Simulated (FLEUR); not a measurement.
Worked example: self-consistent single point of ScAl (P1, 2 atoms in the cell) in FLEUR.

Method: LDA (Perdew-Zunger), all-electron FLAPW (FLEUR), scalar-relativistic valence.

The change in words: lattice scaled by 0.98. Reference geometry:
```xyz
2
Lattice="3.3704 0.0000 0.0000 0.0000 3.3704 0.0000 0.0000 0.0000 3.3704" Properties=species:S:1:pos:R:3 pbc="T T T"
Sc     1.6969     1.6542     1.6992
Al    -0.0117     0.0310    -0.0140
```

Reference input (self-consistent single point, DFT, LDA (Perdew-Zunger), all-electron FLAPW (FLEUR), scalar-relativistic valence): Kmax = 4 1/bohr; GmaxXC = 12 1/bohr; xcFunctional = pz; jspins = 1; l_soc = F; mode = gauss; fermiSmearingEnergy = 0.00734986 Htr; mesh (inpgen div1-3) = 9 9 9; inpgen gamma flag = false; Gmax = 12 1/bohr; numbands = 0; maxIterBroyd = 40. This run's input differs from it in these lines:

```diff
@@ -3,5 +3,5 @@
 &input film=f /
-6.3690384441 0.0000000000 0.0000000000
-0.0000000000 6.3690384441 0.0000000000
-0.0000000000 0.0000000000 6.3690384441
+6.2416576752 0.0000000000 0.0000000000
+0.0000000000 6.2416576752 0.0000000000
+0.0000000000 0.0000000000 6.2416576752
 1.0
@@ -44,5 +44,5 @@
          <bravaisMatrix>
-            <row-1>    6.3690384441000001     0.0000000000000000     0.0000000000000000</row-1>
-            <row-2>    0.0000000000000000     6.3690384441000001     0.0000000000000000</row-2>
-            <row-3>    0.0000000000000000     0.0000000000000000     6.3690384441000001</row-3>
+            <row-1>    6.2416576751999999     0.0000000000000000     0.0000000000000000</row-1>
+            <row-2>    0.0000000000000000     6.2416576751999999     0.0000000000000000</row-2>
+            <row-3>    0.0000000000000000     0.0000000000000000     6.2416576751999999</row-3>
          </bravaisMatrix>
```

Log, with long lists cut:

```
 Iteration:     1   Distance:       3.72278717 me/bohr^3
 Iteration:     2   Distance:       3.47872389 me/bohr^3
 Iteration:     3   Distance:       1.48910171 me/bohr^3
 Iteration:     4   Distance:       0.58967408 me/bohr^3
 Iteration:     5   Distance:       0.44812110 me/bohr^3
   [... 7 lines left out ...]
 Iteration:    13   Distance:       0.00005064 me/bohr^3
 Iteration:    14   Distance:       0.00006776 me/bohr^3
 Iteration:    15   Distance:       0.00002451 me/bohr^3
 Iteration:    16   Distance:       0.00000651 me/bohr^3
 Reset of history
 Run finished successfully
 Stop message:
   Structural relaxation: new displacements generated

[file out, last iteration]
             iter=     17
[...]
          total density-effective poten   -1.5835058180E+03
          total charge density-energy d   -5.5089309951E+01
 Updated energy parameters for spin:           1
[...]
 fermi energy and band-weighting factors:

[...]
FERMIE:
          first approx. to ef    (T=0)  :   0.292524 htr   (energy of the highest occ. eigenvalue)
          number of occ. states  (T=0)  :       2555
          first approx. to seigv (T=0)  :  -6.300793 htr
          sum of weights of occ. states :   7.000000
          sum of semicore charge        :   0.000000 e
          fermi energy=   0.29251 har   work function=  -7.95966 ev
          number of valence electrons=  14.00000
   [... lines left out ...]
     k-point=  260
     k-point=  261
     k-point=  262
     k-point=  263
     k-point=  264
     k-point=  265
     k-point=  266
     k-point=  267
     k-point=  268
     k-point=  269
     k-point=  270
     k-point=  271
     k-point=  272
     k-point=  273
     k-point=  274
     k-point=  275
     k-point=  276
     k-point=  277
     k-point=  278
     k-point=  279
     k-point=  280
     k-point=  281
      0.003 0.003 0.
```

The run converged in 16 iterations. FLEUR gives forces in its relaxation mode, with a further iteration, so its stop message speaks of a relaxation. Against the reference run the total energy falls by 14.4 meV/atom.

The starting cell comes from a database of computed structures (which also holds hypothetical and non-ambient phases and stackings), without a prior relaxation at this level. Its atoms were displaced at random from the sites of space group no. 221. For this run, on top of that: lattice scaled by 0.98. Values depend on the basis (sphere radii, cutoffs, local orbitals), which need not be converged.

Cost on one core of a shared machine: roughly 8 min.
